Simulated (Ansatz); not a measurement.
The starting structures come from a database of crystals and need not be the phases stable at ambient conditions.

 Where the default PAW files enter, the runs use the earlier of Ansatz's two default sets.

The decay constant κ of evanescent states in the gap governs leakage through a thin film.

```yaml
crystal:
  lattice:
    - [5.22737, 0.00000, 0.00000]
    - [-2.61369, 4.52704, 0.00000]
    - [2.61368, 1.50901, 6.20068]
  atoms:
    - { symbol: Ca, position: [0.00000, 0.00000, 0.00000] }
    - { symbol: Ca, position: [0.59377, 0.79688, 0.60935] }
    - { symbol: Ca, position: [0.40623, 0.20312, 0.39065] }
    - { symbol: P, position: [0.18996, 0.59498, 0.21506] }
    - { symbol: P, position: [0.81004, 0.40502, 0.78494] }
    - { symbol: O, position: [0.54567, 0.27283, 0.70124] }
    - { symbol: O, position: [0.45433, 0.72716, 0.29876] }
    - { symbol: O, position: [0.02592, 0.27283, 0.70124] }
    - { symbol: O, position: [0.97408, 0.72716, 0.29876] }
    - { symbol: O, position: [0.02593, 0.75309, 0.70124] }
    - { symbol: O, position: [0.97408, 0.24691, 0.29876] }
    - { symbol: O, position: [0.35313, 0.67656, 0.97031] }
    - { symbol: O, position: [0.64687, 0.32344, 0.02969] }
```

Space group of this cell: R-3m. The cell is taken as given; by r2SCAN its mean pressure is 1.8 GPa.

Transport runs along the normal of the first two printed cell vectors, the (001) plane of the conventional cell.

The gap is the functional's own. No spin-orbit coupling. Mid-gap values are interpolated on the energy grid.

Question: State the band gap and the smallest decay constant κ at mid-gap according to r2SCAN (Ansatz, a first-principles code).

Answer: Gap 6.33 eV on a 8×8×8 mesh; κ = 0.481 1/Å, at the zone centre.
